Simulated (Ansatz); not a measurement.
Take KBr in the rock salt structure (space group Fm-3m, No. 225; a = 6.549 Å) as the base. Axes: x, y, z lie along the cube axes.

It is then changed as follows: a pure shear with ε_xy = ε_yx = 0.0114, atoms relaxed at fixed cell.

Method: Ansatz (a program for electronic structure), PBEsol, PAW, cutoff 420 eV, no SOC.

Task: Give the band edges at the high-symmetry points of the new zone, measured from its valence-band maximum.

Result: 
```json
[
 {"point": "Γ", "valence edge (eV)": "0.00", "conduction edge (eV)": "4.31"},
 {"point": "X", "valence edge (eV)": "-0.29", "conduction edge (eV)": "5.69"},
 {"point": "F₂", "valence edge (eV)": "-0.42", "conduction edge (eV)": "6.49"},
 {"point": "Σ₀", "valence edge (eV)": "-0.42", "conduction edge (eV)": "6.49"},
 {"point": "Y₀", "valence edge (eV)": "-0.34", "conduction edge (eV)": "6.40"},
 {"point": "U₀", "valence edge (eV)": "-0.34", "conduction edge (eV)": "6.40"},
 {"point": "R", "valence edge (eV)": "-0.39", "conduction edge (eV)": "6.45"},
 {"point": "W", "valence edge (eV)": "-0.60", "conduction edge (eV)": "7.26"},
 {"point": "S", "valence edge (eV)": "-0.35", "conduction edge (eV)": "6.46"},
 {"point": "T", "valence edge (eV)": "-0.33", "conduction edge (eV)": "5.69"}
]
```

The gap is 4.31 eV, direct at Γ.

The cells carry an imposed strain or load. Stability against distortions was not tested. Labels are those of the standard path for the cell's own space group.
